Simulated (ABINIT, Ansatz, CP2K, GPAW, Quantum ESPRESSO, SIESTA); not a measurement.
## Code comparison for Cs (Im-3m, 1 atom in the cell)

Self-consistent single point.

```
Cs
1.0
   -3.05549     3.05549     3.05549
    3.05549    -3.05549     3.05549
    3.05549     3.05549    -3.05549
Cs
1
Cartesian
  0.00000   0.00000   0.00000
```

All programs got the same cell, k-point mesh and kind of occupations (in Ansatz's words: kpoints.mp_grid.grid = 5 5 5; scf.occupations.method = fermi_dirac; scf.occupations.width = 0.136 eV); potentials, basis and cutoffs are each program's usual ones.

| code | model | pressure (GPa) | k-points | cutoff |
|---|---|---|---|---|
| GPAW | PBE, GPAW PAW datasets PBE (gpaw-data 1.0.1) | 0.05 | 10 | 550 eV |
| CP2K | PBE, GPW, DZVP-MOLOPT-SR-GTH basis, GTH-PBE potentials (GTH_POTENTIALS) | 0.15 | 63 | grid 500 Ry |
| Ansatz | PBE, default PAW files | 0.04 | 10 | 420 eV |
| SIESTA | GGA PBE, numerical atomic orbitals DZP, PseudoDojo PBE standard norm-conserving potentials (rewritten from UPF to PSML) | 0.18 | 63 | grid 400 Ry |
| Quantum ESPRESSO | PBE, PseudoDojo standard norm-conserving (PBE) pseudopotentials | 0.04 | 10 | 50 Ry |
| ABINIT | PBE, PAW (JTH v2.0 PBE PAW) | -0.06 | 10 | 571 eV |

The spread over the programs that give each value: pressure within 0.24 GPa.

The starting cell has typed, rounded lattice constants, without a prior relaxation at this level. Its lattice was rescaled by a random factor within 2.5 % of one.

Why do the programs differ, and what cannot be compared?

Differences of this kind can come from the potentials, where these differ, and from what each basis and cutoff leave unconverged. The zero of total energies and Fermi levels follows the potentials and each program's conventions, so they are not compared here. CP2K and SIESTA use small atom-centred bases, whose incompleteness enters pressures, forces and empty levels differently from a plane-wave cutoff. Ansatz's pressure is given at a fixed set of plane waves, as the other plane-wave codes print theirs. The programs reduce the same mesh by symmetry to different extents, which changes the work and not the result.

Left out of this page: Elk and FLEUR (not drawn, or without a comparable value).

Ansatz is a quantum-chemistry and plane-wave program.

Keys are those of Ansatz 0.2.
